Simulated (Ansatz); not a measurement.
## hypothetical CsCl type TlAs with two functionals, pressure −2 GPa

Base system: TlAs in the CsCl type structure (space group Pm-3m, No. 221; a = 3.683 Å; a hypothetical phase, not in the database extracts checked).

(Cell as relaxed with PBE.)

Levels (all Ansatz, a program for electronic structure, PAW): PBE (420 eV, no spin-orbit coupling); PBEsol (420 eV, no spin-orbit coupling).

Each level relaxes its own structure.

| base | PBE | PBEsol |
|---|---|---|
| volume per atom | 24.98 Å³ | 23.32 Å³ |
| lattice parameter a | 368.3 pm | 359.9 pm |
| band gap | zero | zero |

The change: a negative pressure, −2 GPa.

```json
[
 {"quantity": "band gap", "PBE": "zero", "PBEsol": "zero"},
 {"quantity": "shortest interatomic distance", "PBE": "324.3 pm", "PBEsol": "315.7 pm"}
]
```

PBE's shortest interatomic distance lies 8.6 pm above PBEsol's (2.7 %); the two agree on the band gap. Neither level is exact; PBEsol is the comparison here, not a measurement.

Load acts through the strain it causes; cell and atoms are relaxed under it. Whether these cells are dynamically stable was not tested. All final runs are without spin polarisation.
